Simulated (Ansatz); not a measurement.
Start from TaSe₂ in the rutile structure (space group P4_2/mnm, No. 136; a = 6.367 Å, c = 3.486 Å; a hypothetical phase, not in the database extracts checked).

(Cell as relaxed with PBE.)

Levels (all Ansatz, a program for electronic structure, PAW): PBE (420 eV, no spin-orbit coupling); PBEsol (420 eV, no SOC).

Each level relaxes its own structure.

| quantity | PBE | PBEsol |
|---|---|---|
| volume per atom | 23.55 Å³ | (withheld) |
| lattice parameter a | 636.7 pm | (withheld) |
| lattice parameter c | 348.6 pm | (withheld) |
| band gap | zero | (withheld) |

Q: What does PBEsol give?

A: 
- volume per atom, PBEsol: 22.61 Å³
- lattice parameter a, PBEsol: 629.6 pm
- lattice parameter c, PBEsol: 342.3 pm
- band gap, PBEsol: zero

PBE's volume per atom lies 0.94 Å³ above PBEsol's (4.1 %); PBE's lattice parameter a lies 7.15 pm above PBEsol's (1.1 %); PBE's lattice parameter c lies 6.24 pm above PBEsol's (1.8 %); the two agree on the band gap. Neither level is exact; PBEsol is the comparison here, not a measurement.

Stability against distortions was not tested. All final runs are without spin polarisation. TaSe2 has a high density of states at the Fermi level and may be magnetic at this level.
